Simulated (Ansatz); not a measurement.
The parent structure is GaP in the zinc blende structure (space group F-43m, No. 216).

```
CELL_PARAMETERS angstrom
      0.00000     2.72569     2.72569
      2.72569     0.00000     2.72569
      2.72569     2.72569     0.00000
ATOMIC_POSITIONS crystal
  P  0.75000 0.75000 0.75000
  Ga 0.00000 0.00000 0.00000
```

Calculations: r2SCAN (Ansatz, an electronic-structure program), without spin-orbit coupling.

Base values:

The width of the top valence band is 3.54 eV and the hole mass comes out as 0.13, 0.37, 0.37 mₑ (at Γ).

Perturbation: full substitution P → As; the structure is relaxed again.

How does this affect the width of the top valence band and hole mass?

The width of the top valence band decreases by 0.14 eV (3.54 eV → 3.40 eV); the hole mass (degenerate bands, along [100]) becomes 0.050, 0.34, 0.34 mₑ (at Γ) (base: 0.13, 0.37, 0.37 mₑ (at Γ)).

Effective masses come from finite differences of ±0.01 Å⁻¹. Whether these cells are dynamically stable was not tested.
